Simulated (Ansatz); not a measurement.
The parent structure is KBr in the rock salt structure (space group Fm-3m, No. 225; a = 6.549 Å).

Structures relaxed with PBEsol (Ansatz, a quantum-chemistry and plane-wave program), spin-orbit coupling left out.

Base:

Simulated powder pattern, Cu Kα1, λ = 1.54056 Å (kinematic, ideal powder, no thermal factors, no anomalous dispersion; the 10 strongest lines at most, above 2 %, up to 2θ = 90°):

```json
[
 {"2θ (°)": "23.51", "I/Imax (%)": "21", "hkl": "(111)"},
 {"2θ (°)": "27.21", "I/Imax (%)": "100", "hkl": "(200)"},
 {"2θ (°)": "38.86", "I/Imax (%)": "74", "hkl": "(220)"},
 {"2θ (°)": "45.92", "I/Imax (%)": "11", "hkl": "(311)"},
 {"2θ (°)": "48.09", "I/Imax (%)": "26", "hkl": "(222)"},
 {"2θ (°)": "56.13", "I/Imax (%)": "12", "hkl": "(400)"},
 {"2θ (°)": "63.47", "I/Imax (%)": "32", "hkl": "(420)"},
 {"2θ (°)": "70.37", "I/Imax (%)": "23", "hkl": "(422)"},
 {"2θ (°)": "83.42", "I/Imax (%)": "7.4", "hkl": "(440)"},
 {"2θ (°)": "89.77", "I/Imax (%)": "16", "hkl": "(442)"}
]
```

After one change:

Simulated powder pattern, Cu Kα1, λ = 1.54056 Å (kinematic, ideal powder, no thermal factors, no anomalous dispersion; the 10 strongest lines at most, above 2 %, up to 2θ = 90°):

```
2θ (°)  I/Imax (%)
------  ----------
22.93           20
26.53          100
37.88           74
44.74           11
46.84           26
54.64           12
61.75           33
68.41           24
80.95          7.4
87.02           16
```

Problem. Which of these changes matches the shifts?
(A) isotropic strain +1.50 %
(B) isotropic strain −0.50 %
(C) isotropic strain +2.50 %
(D) isotropic strain −3.00 %

Solution. C, isotropic strain +2.50 %. Its volume per atom is 37.81 Å³ against 35.11 Å³, and its space group is Fm-3m (No. 225).

Stability against distortions was not tested.
